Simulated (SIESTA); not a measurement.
## SIESTA run on ZrC (Fm-3m, 2 atoms in the cell): self-consistent single point

Level of theory: GGA PBE, numerical atomic orbitals DZP, PseudoDojo PBE standard norm-conserving potentials (rewritten from UPF to PSML) in SIESTA.

This input was run:

```
# files in the folder: Zr.psml C.psml (PseudoDojo PBE standard)
SystemName  ZrC
SystemLabel zrc

NumberOfAtoms                2
NumberOfSpecies              2
%block ChemicalSpeciesLabel
  1 40 Zr
  2 6 C
%endblock ChemicalSpeciesLabel
LatticeConstant              3.333372 Ang
%block LatticeVectors
     0.000000000    0.707106798    0.707106798
     0.707106798    0.000000000    0.707106798
     0.707106798    0.707106798    0.000000000
%endblock LatticeVectors
AtomicCoordinatesFormat      ScaledCartesian
%block AtomicCoordinatesAndAtomicSpecies
     0.000000000    0.000000000    0.000000000  1
     0.707106798    0.707106798    0.707106798  2
%endblock AtomicCoordinatesAndAtomicSpecies

XC.functional                GGA
XC.authors                   PBE
PAO.BasisSize                DZP
PAO.EnergyShift              0.01 Ry
MeshCutoff                   400 Ry
%block kgrid.MonkhorstPack
    6   0   0  0.0
    0   6   0  0.0
    0   0   6  0.0
%endblock kgrid.MonkhorstPack
OccupationFunction           FD
ElectronicTemperature        0.1 eV

MaxSCFIterations             150
SCF.Mixer.Method             Pulay
SCF.Mixer.Weight             0.25
SCF.Mixer.History            6
SCF.DM.Tolerance             1.0E-05
Diag.ParallelOverK           true
WriteForces                  true
Charge.Mulliken              end
```

Output (repeated stretches shortened):

```
reinit: Reading from file input.fdf

reinit: System Name: ZrC
reinit: System Label: zrc

coor:   Atomic-coordinates input format  =     Cartesian coordinates
coor:                                          (in units of alat)

siesta: Atomic coordinates (Bohr) and species
siesta:      0.00000   0.00000   0.00000  1        1
siesta:      4.45418   4.45418   4.45418  2        2

siesta: System type = bulk

initatomlists: Number of atoms, orbitals, and projectors:      2    32    26

siesta: ******************** Simulation parameters ****************************
redata: Spin configuration                          = none
redata: Time-Reversal Symmetry                      = T
redata: Number of Atomic Species                    =        2
redata: Mesh Cutoff                                 =   400.0000 Ry
redata: Net charge of the system                    =     0.0000 |e|
redata: Min. number of SCF Iter                     =        0
redata: Max. number of SCF Iter                     =      150
redata: SCF convergence failure will abort job
redata: SCF mix quantity                            = Hamiltonian
redata: Mix DM or H after convergence               =   F
redata: Recompute H after scf cycle                 =   F
redata: Mix DM in first SCF step                    =   T
redata: No kicks to SCF
redata: DM Mixing Weight for Kicks                  =     0.5000
redata: Require Harris convergence for SCF          =   F
redata: Harris energy tolerance for SCF             =     0.000100 eV
redata: Require DM convergence for SCF              =   T
redata: DM tolerance for SCF                        =     0.000010
redata: Require EDM convergence for SCF             =   F
redata: EDM tolerance for SCF                       =     0.001000 eV
redata: Require H convergence for SCF               =   T
redata: Hamiltonian tolerance for SCF               =     0.001000 eV
redata: Require (free) Energy convergence for SCF   =   F
redata: (free) Energy tolerance for SCF             =     0.000100 eV
redata: Using DFT-D3 dispersion                     =   F
redata: Using Saved Data (generic)                  =   F
redata: Method of Calculation                       = Diagonalization
redata: Electronic Temperature                      =  1160.4518 K
redata: Number of TDED substeps                     =        3
redata: Dynamics option                             = Single-point calculation
redata: Save all siesta data in one NC              =   F
redata: ***********************************************************************

%block SCF.Mixers
  Pulay
%endblock SCF.Mixers

%block SCF.Mixer.Pulay
  # Mixing method
  method pulay
  variant stable

  # Mixing options
  weight 0.2500
  weight.linear 0.2500
  history 6
%endblock SCF.Mixer.Pulay

DM_history_depth set to one: no extrapolation allowed by default for geometry relaxation
Size of DM history Fstack: 1
Total number of electrons:    16.000000
Total ionic charge:    16.000000

* ProcessorY, Blocksize:    1  33

* Orbital distribution balance (max,min):    32    32

k-point displ. along   1 input, could be:     0.00    0.50
k-point displ. along   2 input, could be:     0.00    0.50
k-point displ. along   3 input, could be:     0.00    0.50
 Kpoints in:          144 . Kpoints trimmed:          132

siesta: k-grid: Number of k-points = 132
siesta: k-points from Monkhorst-Pack grid
siesta: k-cutoff (effective) =    10.000 Ang
siesta: k-point supercell and displacements
siesta: k-grid:     6     0     0      0.000
siesta: k-grid:     0     6     0      0.000
siesta: k-grid:     0     0     6      0.000

diag: Algorithm                                     = D&C
diag: Parallel over k                               =   F
diag: Use parallel 2D distribution                  =   F
diag: Parallel block-size                           = 33
diag: Parallel distribution                         =     1 x     1
diag: Used triangular part                          = Lower
diag: Absolute tolerance                            =  0.100E-15
diag: Orthogonalization factor                      =  0.100E-05
diag: Memory factor                                 =  1.0000

superc: Internal auxiliary supercell:     7 x     7 x     7  =     343
superc: Number of atoms, orbitals, and projectors:    686  10976   8918

                        Single-point calculation

superc: Internal auxiliary supercell:     7 x     7 x     7  =     343
superc: Number of atoms, orbitals, and projectors:    686  10976   8918

outcell: Unit cell vectors (Ang):
        0.000000    2.357050    2.357050
        2.357050    0.000000    2.357050
        2.357050    2.357050    0.000000

outcell: Cell vector modules (Ang)   :    3.333372    3.333372    3.333372
outcell: Cell angles (23,13,12) (deg):     60.0000     60.0000     60.0000
outcell: Cell volume (Ang**3)        :     26.1901
new_DM -- step:     1
Initializing Density Matrix...

Attempting to read DM from file... Failed...
DM filled with atomic data:

InitMesh: MESH = 36 x 36 x 36 = 46656
InitMesh: Mesh cutoff (required, used) =   400.000   483.538 Ry

stepf: Fermi-Dirac step function

        iscf     Eharris(eV)        E_KS(eV)     FreeEng(eV)     dDmax    Ef(eV) dHmax(eV)
   scf:    1    -1521.876759    -1537.814833    -1537.823653  1.751872 -6.955642  7.878067
   scf:    2    -1543.987852    -1542.164726    -1542.177026  0.175295 -6.047567  1.692042
   scf:    3    -1542.269046    -1542.239779    -1542.253893  0.052080 -6.045320  0.644883
   scf:    4    -1542.262668    -1542.253220    -1542.266994  0.040020 -6.164441  0.101173
   scf:    5    -1542.253417    -1542.253502    -1542.267425  0.005644 -6.169768  0.012955
   scf:    6    -1542.253564    -1542.253541    -1542.267434  0.001282 -6.169968  0.006408
   scf:    7    -1542.253508    -1542.253526    -1542.267436  0.000340 -6.169500  0.002237
   scf:    8    -1542.253538    -1542.253532    -1542.267437  0.000113 -6.169570  0.000282
   scf:    9    -1542.253531    -1542.253532    -1542.267437  0.000013 -6.169561  0.000001
   scf:   10    -1542.253532    -1542.253532    -1542.267437  0.000001 -6.169561  0.000000

SCF Convergence by DM+H criterion
max |DM_out - DM_in|         :     0.0000005134
max |H_out - H_in|      (eV) :     0.0000001905
SCF cycle converged after 10 iterations

Using DM_out to compute the final energy and forces

siesta: E_KS(eV) =            -1542.2535

siesta: E_KS - E_eggbox =     -1542.2535

siesta: Atomic forces (eV/Ang):
     1    0.000000   -0.000000   -0.000000
     2   -0.000000    0.000000    0.000000
   Tot    0.000000   -0.000000   -0.000000
   Max    0.000000
   Res    0.000000    sqrt( Sum f_i^2 / 3N )
   Max    0.000000    constrained

Stress tensor Voigt[x,y,z,yz,xz,xy] (kbar):        8.67        8.67        8.67       -0.00       -0.00       -0.00
(Free)E + p*V (eV/cell)    -1542.4091
Target enthalpy (eV/cell)    -1542.2674

siesta: Program's energy decomposition (eV):
siesta: Ebs     =      -387.032447
siesta: Eions   =      2403.592462
siesta: Ena     =       535.836051
siesta: Ekin    =       498.090234
siesta: Enl     =       141.025449
siesta: Eso     =         0.000000
siesta: Edftu   =         0.000000
siesta: DEna    =        16.329783
siesta: DUscf   =         0.796874
siesta: DUext   =         0.000000
siesta: Ex      =      -305.338341
siesta: Ec      =       -25.401120
siesta: Exc     =      -330.739462
siesta: Eharris =     -1542.253532
siesta: Etot    =     -1542.253532
siesta: FreeEng =     -1542.267437

siesta: Stress tensor (static) (eV/Ang**3):
siesta:     0.005411   -0.000002   -0.000002
siesta:    -0.000002    0.005411   -0.000002
siesta:    -0.000002   -0.000002    0.005411

siesta: Cell volume =         26.190053 Ang**3

siesta: Pressure (static):
siesta:                Solid            Molecule  Units
siesta:          -0.00005893         -0.00005893  Ry/Bohr**3
siesta:          -0.00541084         -0.00541084  eV/Ang**3
siesta:          -8.66912071         -8.66912071  kBar

mulliken: Atomic and Orbital Populations:

Species: Zr
Atom  Qatom  Qorb
               4s      5s      5s      4py     4pz     4px     5py     5pz
               5px     4dxy    4dyz    4dz2    4dxz    4dx2-y2 4dxy    4dyz
               4dz2    4dxz    4dx2-y2
   1 11.235   1.815   0.250   0.225   1.900   1.900   1.900   0.317   0.317
              0.317   0.359   0.359   0.513   0.359   0.513   0.036   0.036

              0.042   0.036   0.042

Species: C
Atom  Qatom  Qorb
               2s      2s      2py     2pz     2px     2py     2pz     2px
               3Pdxy   3Pdyz   3Pdz2   3Pdxz   3Pdx2-y2
   2  4.765   1.502   0.007   0.995   0.995   0.995   0.052   0.052   0.052
              0.019   0.019   0.029   0.019   0.029

mulliken: Qtot =       16.000

Mulliken Atomic Populations:
Atom #   charge [q] valence [e]  Species
     1     0.764834   11.235166  Zr
     2    -0.764834    4.764834  C
 Total     0.000000
```

The run converged in 10 iterations.

The starting cell has typed, rounded lattice constants, without a prior relaxation at this level. Its lattice was rescaled by up to half a per cent. Values carry the incompleteness of an atom-centred basis.
